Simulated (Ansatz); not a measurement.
An Ansatz (a program for electronic structure) input (PBE in Ansatz (plane waves to 420 eV, PAW, no SOC), earlier PAW set):

Ansatz 0.2 input:
```yaml
crystal:
  lattice:
    - [2.8760671648, 0, 0]
    - [0, 2.8760671648, 0]
    - [0, 0, 2.8760671648]
  atoms:
    - { symbol: Al, position: [0, 0, 0] }
    - { symbol: Ni, position: [0.5, 0.5, 0.5] }
basis: { ecutwfc: 420, ecutrho_ratio: 4, xc_grid: 2, fft_grid_basis: typed }
kpoints: { mp_grid: { grid: [20, 20, 20] } }
hamiltonian:
  xc: pbe
  dispersion: none
  pseudopotentials: { azcp: { folder: ./paw }, kind: paw }
scf: { occupations: { method: fermi_dirac, width: 0.1 }, convergence: { dr2_threshold: 0.0000000002 } }
relax: { f_tol: 0.005, max_steps: 50 }
output: { forces: true, stress: true }
checkpoint: { write: state.ck, write_every: 1000 }
```

**Question.** Which symmetry and how many k-points will the program report, and about how many plane waves at Γ?

**Answer.** Space group Pm-3m (ITA 221) with 48 operations, k-points 286 of 8000, and 461 plane waves at Γ.

**Question.** And the final pressure?

**Answer.** 2.93 GPa (compression positive).

The cells carry an imposed strain or load. Stability against distortions was not tested. All final runs are without spin polarisation. The cell was made from AlNi in the CsCl type structure (space group Pm-3m, No. 221; non-magnetic) by this change: isotropic strain −0.59 %.
